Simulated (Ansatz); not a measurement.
Take MgTe in the zinc blende structure (space group F-43m, No. 216; a = 6.509 Å) as the base.

Computed with PBE (Ansatz, a quantum-chemistry and plane-wave program, PAW, no spin-orbit coupling).

One change was made to it. Results:

| quantity | base | after |
|---|---|---|
| width of the top valence band | 1.39 eV | 1.51 eV |
| hole mass (degenerate bands, along [100]) | 0.20, 0.92, 0.92 mₑ (at Γ) | 0.20, 0.87, 0.87 mₑ (at Γ) |
| valley order (the lowest conduction-band minima on the path, energy above the VBM, named in the base's zone) | Γ 2.33 eV; X along ⟨100⟩ 2.88 eV; L along ⟨111⟩ 3.17 eV | Γ 2.58 eV; X along ⟨100⟩ 2.80 eV; L along ⟨111⟩ 3.31 eV |

Q: What was done to the base?
(A) pressure −1 GPa
(B) pressure 2.1 GPa
(C) pressure 9 GPa

A: B, pressure 2.1 GPa. For comparison, the valley order in the other runs: pressure 9 GPa gives X along ⟨100⟩ 2.58 eV; Γ 3.18 eV; L along ⟨111⟩ 3.62 eV; pressure −1 GPa gives Γ 2.19 eV; X along ⟨100⟩ 2.92 eV; L along ⟨111⟩ 3.09 eV.

Spin-orbit coupling, missing from the scalar runs, can matter with Te. The levels and masses belong to the bands next to the band gap. Load acts through the strain it causes; cell and atoms are relaxed under it. Effective masses come from finite differences of ±0.01 Å⁻¹. No phonon test of stability was made. Tetrahedral semiconductors of this kind turn to denser phases somewhere between about 1 and 50 GPa; those were not computed, so compressed cells here can lie past the real transition.
